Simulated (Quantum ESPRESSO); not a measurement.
The steps of a band-structure calculation for Mg6SiMo (Amm2, 8 atoms in the cell) with Quantum ESPRESSO.

Method of the run: PBEsol, GBRV 1.5 ultrasoft (PBESOL) pseudopotentials (plane waves; Quantum ESPRESSO).

Step 1 (scf):

```fortran
&control
 calculation = 'scf',
 prefix = 'Mg6SiMo',
 outdir = './out',
 pseudo_dir = './',
 verbosity = 'high',
 tprnfor = .true.,
 tstress = .true.,
/
&system
 ibrav = 0,
 nat = 8,
 ntyp = 3,
 ecutwfc = 40,
 ecutrho = 320,
 occupations = 'smearing',
 smearing = 'fermi-dirac',
 degauss = 0.0036749,
/
&electrons
 conv_thr = 1.0d-10,
/
ATOMIC_SPECIES
Mg    24.3050  mg_pbesol_v1.4.uspp.F.UPF
Si    28.0850  si_pbesol_v1.uspp.F.UPF
Mo    95.9500  mo_pbesol_v1.uspp.F.UPF
ATOMIC_POSITIONS angstrom
Mg    0.0000000000   -1.4685706794    6.1624170470
Mg    0.0000000000    1.4685706794    6.1624170470
Mg    0.0000000000    0.0000000000    3.4987444470
Mg    2.3896850000   -1.5558609878    4.3776515360
Mg    2.3896850000    1.5558609878    4.3776515360
Mg    2.3896850000    0.0000000000    1.7480613610
Si    0.0000000000    0.0000000000    8.5020444370
Mo    2.3896850000    0.0000000000    7.1187174580
K_POINTS automatic
4 4 4  0 0 0
CELL_PARAMETERS angstrom
   4.7793700000     0.0000000000     0.0000000000
   0.0000000000     3.0606700000     5.2434500000
   0.0000000000    -3.0606700000     5.2434500000
```

Step 2 (bands):

```fortran
&control
 calculation = 'bands',
 prefix = 'Mg6SiMo',
 outdir = './out',
 pseudo_dir = './',
 verbosity = 'high',
/
&system
 ibrav = 0,
 nat = 8,
 ntyp = 3,
 ecutwfc = 40,
 ecutrho = 320,
 occupations = 'smearing',
 smearing = 'fermi-dirac',
 degauss = 0.0036749,
 nbnd = 49,
/
&electrons
 conv_thr = 1.0d-10,
 startingwfc = 'random',
 diago_thr_init = 1.0d-6,
 diagonalization = 'cg',
/
ATOMIC_SPECIES
Mg    24.3050  mg_pbesol_v1.4.uspp.F.UPF
Si    28.0850  si_pbesol_v1.uspp.F.UPF
Mo    95.9500  mo_pbesol_v1.uspp.F.UPF
ATOMIC_POSITIONS angstrom
Mg    0.0000000000   -1.4685706794    6.1624170470
Mg    0.0000000000    1.4685706794    6.1624170470
Mg    0.0000000000    0.0000000000    3.4987444470
Mg    2.3896850000   -1.5558609878    4.3776515360
Mg    2.3896850000    1.5558609878    4.3776515360
Mg    2.3896850000    0.0000000000    1.7480613610
Si    0.0000000000    0.0000000000    8.5020444370
Mo    2.3896850000    0.0000000000    7.1187174580
K_POINTS crystal_b
14
  0.00000000   0.00000000   0.00000000   7  ! G
  0.00000000   0.33518022  -0.33518022   3  ! X
  0.00000000   0.00000000  -0.50000000   7  ! S
 -0.50000000   0.00000000  -0.50000000   3  ! R
 -0.50000000   0.33518022  -0.33518022   7  ! A
 -0.50000000   0.00000000   0.00000000   7  ! Z
  0.00000000   0.00000000   0.00000000   6  ! G
  0.00000000  -0.50000000  -0.50000000   3  ! Y
  0.00000000  -0.33518022  -0.66481978   7  ! X1
 -0.50000000  -0.33518022  -0.66481978   3  ! A1
 -0.50000000  -0.50000000  -0.50000000   7  ! T
  0.00000000  -0.50000000  -0.50000000   1  ! Y
 -0.50000000   0.00000000   0.00000000   6  ! Z
 -0.50000000  -0.50000000  -0.50000000   1  ! T
CELL_PARAMETERS angstrom
   4.7793700000     0.0000000000     0.0000000000
   0.0000000000     3.0606700000     5.2434500000
   0.0000000000    -3.0606700000     5.2434500000
```

Step 3 (bands.x):

```fortran
&bands
 prefix = 'Mg6SiMo',
 outdir = './out',
 filband = 'bands.dat',
 lsym = .false.,
/
```

Output of bands (abridged):

```
     Atomic positions and unit cell read from directory:
     ./out/Mg6SiMo.save/

     Message from routine setup:
     using ibrav=0 with symmetry is DISCOURAGED, use correct ibrav instead
     G-vector sticks info
     --------------------
     sticks:   dense  smooth     PW     G-vecs:    dense   smooth      PW
     Sum        2639    1327    379               100115    35357    5563

     bravais-lattice index     =            0
   [... lines left out ...]
     unit-cell volume          =    1035.2158 (a.u.)^3
     number of k points=    68  Fermi-Dirac smearing, width (Ry)=  0.0037
   [... lines left out ...]

     The potential is recalculated from file :
     ./out/Mg6SiMo.save/charge-density

     Band Structure Calculation
     CG style diagonalization

     ethr =  1.00E-06,  avg # of iterations = 30.3

     End of band structure calculation

          k = 0.0000 0.0000 0.0000 (  4407 PWs)   bands (ev):

   -67.7584 -67.3639 -67.3620 -67.2306 -67.2287 -67.1349 -52.5210 -34.7315
   -34.7254 -34.7197 -34.3679 -34.3493 -34.3472 -34.3450 -34.2912 -34.2817
   -34.2291 -34.2158 -34.2095 -34.1898 -34.1780 -34.1705 -34.1270 -34.1200
   -34.0606 -26.6352 -26.6335 -26.6034  -0.8682   2.9457   4.3423   4.4486
     5.4327   5.4864   5.7451   5.8170   6.9053   6.9838   7.1257   8.2830
     8.3515   9.4434  10.5482  11.1832  11.2724  11.3464  11.3518  11.8249
    11.9663

          k = 0.0000 0.0748 0.0000 (  4421 PWs)   bands (ev):

   -67.7582 -67.3635 -67.3622 -67.2308 -67.2288 -67.1349 -52.5210 -34.7301
   -34.7259 -34.7206 -34.3674 -34.3493 -34.3472 -34.3455 -34.2910 -34.2820
   -34.2287 -34.2159 -34.2093 -34.1903 -34.1779 -34.1707 -34.1271 -34.1199
   -34.0606 -26.6353 -26.6336 -26.6034  -0.8436   2.8487   4.1714   4.6069
     5.1959   5.4961   5.8235   6.1040   6.8944   6.9994   7.2178   8.2225
     8.4668   9.4224  10.4405  10.8923  10.8923  11.5965  11.6733  11.9305
    11.9434

   [... 66 blocks of this kind left out ...]
```

Output of bands.x (abridged):

```
     Reading xml data from directory:

     ./out/Mg6SiMo.save/

     G-vector sticks info
     --------------------
     sticks:   dense  smooth     PW     G-vecs:    dense   smooth      PW
     Sum        2639    1327    379               100115    35357    5563

     Reading collected, re-writing distributed wavefunctions
     high-symmetry point:  0.0000 0.0000 0.0000   x coordinate   0.0000
     high-symmetry point:  0.0000 0.5234 0.0000   x coordinate   0.5234
     high-symmetry point:  0.0000 0.3904-0.2279   x coordinate   0.7873
     high-symmetry point: -0.5000 0.3904-0.2279   x coordinate   1.2873
     high-symmetry point: -0.5000 0.5234 0.0000   x coordinate   1.5511
     high-symmetry point: -0.5000 0.0000 0.0000   x coordinate   2.0745
   [... 3 lines left out ...]
     high-symmetry point: -0.5000 0.2574-0.4557   x coordinate   3.7876
     high-symmetry point: -0.5000 0.0000-0.4557   x coordinate   4.0450
     high-symmetry point:  0.0000 0.0000-0.4557   x coordinate   4.5450
     high-symmetry point: -0.5000 0.0000 0.0000   x coordinate   4.5450
     high-symmetry point: -0.5000 0.0000-0.4557   x coordinate   5.0007

     Plottable bands (eV) written to file bands.dat.gnu
     Bands written to file bands.dat

   JOB DONE.
```

The starting cell comes from a database of computed structures (which also holds hypothetical and non-ambient phases and stackings), without a prior relaxation at this level. Spin polarisation is off.
